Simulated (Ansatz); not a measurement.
Abridged Ansatz (an electronic-structure program) output:

```
Relaxation: its limit of steps is 50 (relax.max_steps)
Pseudopotential: Al, paw, valence charge 3
Crystal: 1 atoms, lattice volume = 15.705 Å³
Basis set: ecut = 420 eV, 331 PW (Γ), exchange–correlation on 40×40×40 points (8 copies of the dense FFT grid, shifted against one another)
Bands: 6, of which v1, the nominal top of the filled ones, is band 2 counted from 1 (1 counted from 0)
Symmetry: 48 space group operations
k-points: 624 of 21952
Functional: x = pbesol(κ = 0.804, μ = 0.12345679012345678), c = pbesol(β = 0.046)
SCF iter   1: F=—  HF=-524.550741 eV  |F-HF|=—  |Δ(HF+E_count)|=         —  Δρ=7.89e-4  dr2=4.81e-5  ethr=1.77e-3  ⟨swp⟩=4.8  Hψ=32200  notcnv=0
SCF iter   2: F=—  HF=-524.550756 eV  |F-HF|=—  |Δ(HF+E_count)|=   1.54e-5  Δρ=3.91e-4  dr2=1.11e-5  ethr=1.60e-6  ⟨swp⟩=1.7  Hψ=9230  notcnv=0  defer=1
SCF 1 converged in 6 iterations: F = -524.550761 eV  dr2 = 2.16e-12
relax step   1: F+E_penalty+E_count = -524.55076050 eV  Δ(F+E_penalty+E_count) = +0.000e0 eV  max|allowed force component| = 0.000e0 eV/Å  Δτ_max = 0.0000 Å  (6 SCF iters, accepted)
SCF converged after 6 iterations
Free energy (F): -524.550761 eV
Internal energy: -524.537432 eV  (E = F + TS)
E sigma→0 (E₀):  -524.544096 eV
Entropy (-TS):   -0.013329 eV (-13.329 meV/atom)
Fermi energy:    8.407244 eV
--- Forces (eV/Å), atoms counted from 1 ---
  atom   1  Al    -0.00000000     0.00000000     0.00000000
--- Stress (GPa, compression-positive) ---
        2.641623       0.000000       0.000000
       -0.000000       2.641623      -0.000000
        0.000000       0.000000       2.641623
  P = ⅓ Tr σ = 2.6416 GPa (26.416 kbar)
--- Relaxed structure (1 steps of the walk, 1 accepted, 0 SCFs on fresh bases) ---
  atoms:
    - { symbol: Al, position: [0.0, 0.0, 0.0] }
```

**Question.** What was computed, and what are the main results?

**Answer.** Al, 1 atom in the cell, with PBEsol (Ansatz, PAW, without spin-orbit coupling). The last SCF converged to F = -524.550761 eV, or -524.5508 eV per atom, at a pressure of 2.64 GPa. The total energy compares only with runs of the same code, potentials and settings.

The cells carry an imposed strain or load. No phonon test of stability was made. The cell was made from Al in the fcc (Cu type) structure (space group Fm-3m, No. 225) by this change: isotropic strain −1.00 %.

Keys are those of Ansatz 0.2.
